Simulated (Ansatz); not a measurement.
AlNi: isotropic strain −1.48 %

Start from AlNi in the CsCl type structure (space group Pm-3m, No. 221; a = 2.893 Å; non-magnetic).

Modification: an isotropic linear strain of −1.48 %, atoms relaxed at fixed cell.

Level of theory: PBE (Ansatz, a quantum-chemistry and plane-wave program), without spin-orbit coupling. Γ-centred 16×16×16 mesh, Fermi–Dirac width 0.05 eV.

```json
[
 {"quantity": "volume per atom", "base": "12.11 Å³", "changed": "11.58 Å³", "shift": "-0.53 Å³"},
 {"quantity": "space group", "base": "Pm-3m (No. 221)", "changed": "Pm-3m (No. 221)", "shift": "–"},
 {"quantity": "shortest interatomic distance", "base": "2.505 Å", "changed": "2.468 Å", "shift": "-0.037 Å"},
 {"quantity": "energy relative to the base (free energy F)", "base": "0 meV/atom", "changed": "+12 meV/atom", "shift": "+12 meV/atom"},
 {"quantity": "pressure", "base": "0.0 GPa", "changed": "7.8 GPa", "shift": "+7.85 GPa"},
 {"quantity": "band gap", "base": "zero", "changed": "zero", "shift": "–"}
]
```

Final structure:

```
AlNi
1.0
    2.85023     0.00000     0.00000
    0.00000     2.85023     0.00000
    0.00000     0.00000     2.85023
Al Ni
1 1
Cartesian
  0.00000   0.00000   0.00000
  1.42511   1.42511   1.42511
```

No phonon test of stability was made. Seeded moments were not kept for the base. The final runs are not spin-polarised.
